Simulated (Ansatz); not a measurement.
Data:

```
CELL_PARAMETERS angstrom
      0.00000     2.78853     2.78853
      2.78853     0.00000     2.78853
      2.78853     2.78853     0.00000
ATOMIC_POSITIONS crystal
  Ge 0.50000 0.50000 0.50000
  Ge 0.75000 0.75000 0.75000
```

No spin polarisation.

Calculations: DFT with r2SCAN, PAW potentials and a 500 eV plane-wave cutoff in Ansatz (a quantum-chemistry and plane-wave program), no spin-orbit coupling. Settings: 10×10×10 k-points, 0.05 eV Fermi–Dirac smearing.

Problem. Predict the band gap.

Solution. 0.61 eV.

Problem. What smallest direct gap does the calculation give?

Solution. 0.87 eV.

Load acts through the strain it causes; cell and atoms are relaxed under it. Stability against distortions was not tested. Tetrahedral semiconductors of this kind turn to denser phases somewhere between about 1 and 50 GPa; those were not computed, so compressed cells here can lie past the real transition. The cell was made from Ge in the diamond structure (space group Fd-3m, No. 227) by this change: pressure 4.2 GPa.
